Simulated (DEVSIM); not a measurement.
Device: CdTe p-n junction from an implanted or diffused profile, at 300 K.

```csv
layer (left to right),material,thickness (μm),Nd (cm⁻³),τn (s),τp (s)
1,CdTe,14.0,1.5e14,2.3e-9,2.3e-9
```

Added acceptor profile: 4.3e17 cm⁻³ × exp(−(x − 0 μm)²/(2·(0.067 μm)²)). Left contact: ohmic. Right contact: ohmic. Voltage is applied to the left contact. Recombination: SRH at mid-gap, Auger. Mobility is constant in doping.

Constants are typed, rounded textbook-type inputs, not results; the design itself was drawn at random and stands for no fabricated device. Values at 300 K.

| parameter | CdTe |
|---|---|
| gap (eV) | 1.5 |
| affinity (eV) | 4.28 |
| permittivity | 10.2 |
| Nc (cm⁻³) | 8e17 |
| Nv (cm⁻³) | 1.8e19 |
| μn (cm²/Vs) | 1000 |
| μp (cm²/Vs) | 80 |
| Cn (cm⁶/s) | 1e-30 |
| Cp (cm⁶/s) | 1e-30 |

Simulated with DEVSIM: 1D drift-diffusion, Boltzmann statistics, complete ionisation; no tunnelling, impact ionisation, image-force lowering or self-heating.

Q: Give the dark reverse current.

A: 
```json
[
 {"V (V)": "-0.10", "J (A/cm²)": "-8.5e-10"},
 {"V (V)": "-0.25", "J (A/cm²)": "-1.7e-9"},
 {"V (V)": "-0.50", "J (A/cm²)": "-2.9e-9"},
 {"V (V)": "-0.75", "J (A/cm²)": "-4.0e-9"},
 {"V (V)": "-1.00", "J (A/cm²)": "-4.9e-9"},
 {"V (V)": "-1.50", "J (A/cm²)": "-6.6e-9"},
 {"V (V)": "-2.00", "J (A/cm²)": "-8.1e-9"},
 {"V (V)": "-2.50", "J (A/cm²)": "-9.4e-9"},
 {"V (V)": "-3.25", "J (A/cm²)": "-1.1e-8"},
 {"V (V)": "-4.00", "J (A/cm²)": "-1.3e-8"},
 {"V (V)": "-5.00", "J (A/cm²)": "-1.5e-8"}
]
```
